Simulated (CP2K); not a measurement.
Input and output of a self-consistent single point for Cu₃AsS₄ (P-43m, 8 atoms in the cell) (CP2K).

Level of theory: PBEsol, GPW, DZVP-MOLOPT-SR-GTH basis, GTH-PBE potentials (GTH_POTENTIALS) run with CP2K.

The change in words: lattice scaled by 0.98. Reference geometry:
```yaml
crystal:
  lattice:
    - [5.14298, 0.00000, 0.00000]
    - [0.00000, 5.14298, 0.00000]
    - [0.00000, 0.00000, 5.14298]
  atoms:
    - { symbol: Cu, position: [0.00000, 0.50000, 0.50000] }
    - { symbol: Cu, position: [0.50000, 0.00000, 0.50000] }
    - { symbol: Cu, position: [0.50000, 0.50000, 0.00000] }
    - { symbol: As, position: [0.00000, 0.00000, 0.00000] }
    - { symbol: S, position: [0.25268, 0.74732, 0.74732] }
    - { symbol: S, position: [0.74732, 0.74732, 0.25268] }
    - { symbol: S, position: [0.74732, 0.25268, 0.74732] }
    - { symbol: S, position: [0.25268, 0.25268, 0.25268] }
```

Reference input (self-consistent single point, DFT PBEsol, GPW, DZVP-MOLOPT-SR-GTH basis, GTH-PBE potentials (GTH_POTENTIALS)): CUTOFF = 600 Ry; REL_CUTOFF = 50 Ry; SMEAR/METHOD = FERMI_DIRAC; ELECTRONIC_TEMPERATURE = 1160.45 K; KPOINTS/SCHEME = MONKHORST-PACK 7 7 7; XC_FUNCTIONAL = PBE:PBESOL; Cu/BASIS_SET = DZVP-MOLOPT-SR-GTH-q11; Cu/POTENTIAL = GTH-PBE-q11; As/BASIS_SET = DZVP-MOLOPT-SR-GTH-q5; As/POTENTIAL = GTH-PBE-q5; S/BASIS_SET = DZVP-MOLOPT-SR-GTH-q6; S/POTENTIAL = GTH-PBE-q6. This run's input differs from it in these lines:

```diff
@@ -66,5 +66,5 @@
     &CELL
-      A 5.14298100 0.00000000 0.00000000
-      B 0.00000000 5.14298100 0.00000000
-      C 0.00000000 0.00000000 5.14298100
+      A 5.04012100 0.00000000 0.00000000
+      B 0.00000000 5.04012100 0.00000000
+      C 0.00000000 0.00000000 5.04012100
       PERIODIC XYZ
@@ -72,10 +72,10 @@
     &COORD
-      Cu       0.00000000     2.57149050     2.57149050
-      Cu       2.57149050     0.00000000     2.57149050
-      Cu       2.57149050     2.57149050     0.00000000
+      Cu       0.00000000     2.52006050     2.52006050
+      Cu       2.52006050     0.00000000     2.52006050
+      Cu       2.52006050     2.52006050     0.00000000
       As       0.00000000     0.00000000     0.00000000
-      S        1.29952844     3.84345256     3.84345256
-      S        3.84345256     3.84345256     1.29952844
-      S        3.84345256     1.29952844     3.84345256
-      S        1.29952844     1.29952844     1.29952844
+      S        1.27353777     3.76658323     3.76658323
+      S        3.76658323     3.76658323     1.27353777
+      S        3.76658323     1.27353777     3.76658323
+      S        1.27353777     1.27353777     1.27353777
     &END COORD
```

Output (repeated stretches shortened):

```
 SCF WAVEFUNCTION OPTIMIZATION

  Step     Update method      Time    Convergence         Total energy    Change
     1 NoMix/Diag. 0.30E+00      -     0.46064764      -191.6889294966 -1.92E+02
     2 Broy./Diag. 0.30E+00      -     0.47354343      -195.3583599052 -3.67E+00
     3 Broy./Diag. 0.30E+00      -     0.09588075      -190.4139469412  4.94E+00
     4 Broy./Diag. 0.30E+00      -     0.17478742      -191.0241067652 -6.10E-01
     5 Broy./Diag. 0.30E+00      -     0.04504755      -191.4768119766 -4.53E-01
     6 Broy./Diag. 0.30E+00      -     0.01102837      -190.9970767557  4.80E-01
   [... 5 lines left out ...]
    12 Broy./Diag. 0.30E+00      -     0.00001616      -191.0952044449 -5.02E-04
    13 Broy./Diag. 0.30E+00      -     0.00000704      -191.0950429908  1.61E-04
    14 Broy./Diag. 0.30E+00      -     0.00000154      -191.0949385343  1.04E-04
    15 Broy./Diag. 0.30E+00      -     0.00000089      -191.0949094828  2.91E-05
  *** SCF run converged in    15 steps ***

  Overlap energy of the core charge distribution:               0.00000024851975
  Self energy of the core charge distribution:               -303.48878357588740
  Core Hamiltonian energy:                                     90.48000525504889
  Hartree energy:                                              55.59786675837996
  Exchange-correlation energy:                                -33.68226504898748
  Electronic entropic energy:                                  -0.00173312371480
  Fermi energy:                                                 0.24031602372122

  Total energy:                                              -191.09490948277741
  Total energy (extrapolated to T->0):                       -191.09404292092000

                     Mulliken Population Analysis

   [... lines left out ...]

 STRESS| Analytical stress tensor [bar]
 STRESS|                        x                   y                   z
 STRESS|      x        1.43914286518E+05   2.23025281117E-03   1.40665253044E-04
 STRESS|      y        2.23025281117E-03   1.43914274064E+05  -1.31279104095E-03
 STRESS|      z        1.40665253044E-04  -1.31279104095E-03   1.43914246505E+05
 STRESS| 1/3 Trace                                             1.43914269029E+05
```

The run converged in 15 iterations. Against the reference run the free energy goes up by 64.5 meV/atom, the pressure goes from 6.69 to 14.39 GPa and the largest force moves little (0.446 to 0.441 eV/Å).

The starting cell comes from a database of computed structures (which also holds hypothetical and non-ambient phases and stackings), without a prior relaxation at this level. Its lattice was rescaled by a random factor within 2.5 % of one. For this run, on top of that: lattice scaled by 0.98. Spin polarisation is off. Values carry the incompleteness of an atom-centred basis. The potentials were made for another functional than the one used. With a pressure of about 14 GPa the cell is away from its equilibrium volume at this level. The run gives no clean gap (levels at the Fermi energy touch, overlap or are partly filled at this smearing), which alone does not show that the compound is a metal.

Cost on one core of a shared machine: roughly 2 min.
